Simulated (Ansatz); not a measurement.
## MoSi2: pressure series

Take MoSi₂ (space group I4/mmm, No. 139; a = 3.217 Å, c = 7.873 Å) as the base.

Cell and atoms are relaxed at each pressure.

The values are results of DFT with PBE, PAW potentials and a 420 eV plane-wave cutoff in Ansatz (a first-principles code), no spin-orbit coupling, not measurements.

```
pressure (GPa)  volume per atom (Å³/atom)
--------------  -------------------------
-1                                 13.646
0                                  13.579
3                                  13.387
7                                  13.153
15                                      ?
30                                 12.113
50                                 11.465
75                                 10.840
100                                10.342
```

### Question
Fit the third-order Birch–Murnaghan form P(V) = (3B₀/2)[(V₀/V)^(7/3) − (V₀/V)^(5/3)]·[1 + (3/4)(B₀′ − 4)((V₀/V)^(2/3) − 1)] (squares taken in P) to the rows shown and predict the withheld row.

### Answer
Least squares on the printed values gives V₀ = 13.577 Å³/atom, B₀ = 207 GPa, B₀′ = 4.2; this predicts 12.744 Å³/atom, and the run gives 12.739 Å³/atom, 0.005 lower.

Load acts through the strain it causes; cell and atoms are relaxed under it. Whether these cells are dynamically stable was not tested. Competing high-pressure phases were not computed. All final runs are without spin polarisation.
